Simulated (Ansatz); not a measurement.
## Response to strain in PbS

Take PbS in the rock salt structure (space group Fm-3m, No. 225) as the base.

```
PbS
1.0
    0.00000     2.98736     2.98736
    2.98736     0.00000     2.98736
    2.98736     2.98736     0.00000
Pb S
1 1
Direct
  0.00000   0.00000   0.00000
  0.50000   0.50000   0.50000
```

Strains are applied to the cell and any free atomic positions relax.

Computed with r2SCAN, PAW, 500 eV (Ansatz, a program for electronic structure; scalar-relativistic without spin-orbit coupling).

Notes on the quantities. energy relative to the base: free energy F.

```csv
isotropic strain (%),energy relative to the base (meV/atom)
-3,43.0
-2.5,29.3
-2,?
-1.5,10.2
-1,4.4
-0.5,1.1
0,0.0
```

Question: Fit ΔE = Aε² + Bε³ (ε in %) to the rows shown and predict the withheld row.

Answer: Least squares on the printed values gives A = 4.26 and B = -0.17 meV/atom (largest residual 0.0 meV/atom); this predicts 18.4 meV/atom, and the run gives 18.4 meV/atom, in agreement.

Stability against distortions was not tested.
